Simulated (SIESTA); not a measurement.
Band structure of Be3N2 (R3m, 5 atoms in the cell).

```xyz
5
Lattice="1.4198 0.8197 4.8662 -1.4198 0.8197 4.8662 0.0000 -1.6395 4.8662" Properties=species:S:1:pos:R:3 pbc="T T T"
Be     0.0000     0.0000    12.5402
Be     0.0000     0.0000     4.6378
Be     0.0000     0.0000     1.2965
N      0.0000     0.0000     2.9805
N      0.0000     0.0000    10.3422
```

Computed with SIESTA with LDA PW92, numerical atomic orbitals TZP, PseudoDojo LDA standard norm-conserving potentials (rewritten from UPF to PSML).

Settings: XC.functional = LDA; XC.authors = PW92; potentials = PseudoDojo LDA standard; PAO.BasisSize = TZP; PAO.EnergyShift = 0.01 Ry; MeshCutoff = 350 Ry; kgrid.MonkhorstPack = 9 9 9; OccupationFunction = FD; ElectronicTemperature = 10 K; PAO.Polarization.NonPerturbative = true; MaxSCFIterations = 150; SCF.Mixer.Method = Pulay; SCF.Mixer.Weight = 0.2; SCF.Mixer.History = 8.

The starting cell comes from a database of computed structures (which also holds hypothetical and non-ambient phases and stackings), without a prior relaxation at this level. Values carry the incompleteness of an atom-centred basis.

Q: Predict the gap along the standard path and the places of the band edges.

A: The gap along the path is 2.75 eV, from Γ to F; the smallest direct gap on it is 3.84 eV.

Levels in eV from the top of the valence band on the path, bands 8 to 12:
```csv
point,8,9,10,11,12
Γ,-1.28,-0.45,0.00,0.00,6.24
L,-3.78,-3.17,-3.13,-2.17,5.53
B1,-4.84,-3.73,-3.08,-1.86,5.12
B,-4.84,-3.73,-3.08,-1.86,5.12
Z,-1.07,-1.07,-0.35,-0.35,7.05
X,-4.97,-3.71,-3.13,-1.91,5.16
Q,-4.97,-3.71,-3.13,-1.91,5.16
F,-3.66,-3.60,-1.37,-1.09,2.75
P1,-3.66,-3.56,-1.63,-1.53,3.24
P,-3.66,-3.56,-1.63,-1.53,3.24
```

Higher empty bands are left out: an atom-centred basis made for the valence describes them poorly.
